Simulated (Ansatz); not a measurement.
## GeP$_{3}$ (space group R-3m, No. 166)

```
CELL_PARAMETERS angstrom
      3.52309     2.03406     3.15970
     -3.52309     2.03406     3.15970
      0.00000    -4.06811     3.15970
ATOMIC_POSITIONS crystal
  Ge 0.73703 0.73703 0.73703
  Ge 0.26297 0.26297 0.26297
  P  0.21770 0.21770 0.74227
  P  0.78230 0.78230 0.25773
  P  0.74227 0.21770 0.21770
  P  0.25773 0.78230 0.78230
  P  0.21770 0.74227 0.21770
  P  0.78230 0.25773 0.78230
```

All numbers come from PBEsol, PAW, 420 eV (Ansatz, a first-principles code; spin-orbit coupling left out). Γ-centred 9×9×9 mesh, Fermi–Dirac width 0.05 eV.

| Item | Result |
|---|---|
| Volume per atom | 16.98 Å³ |
| Density | 4.05 g/cm³ |
| Band gap | zero |
| Total energy | -1618.453 eV/atom (σ→0; compares only within this code and set-up) |

Stability against distortions was not tested. The final runs are not spin-polarised.
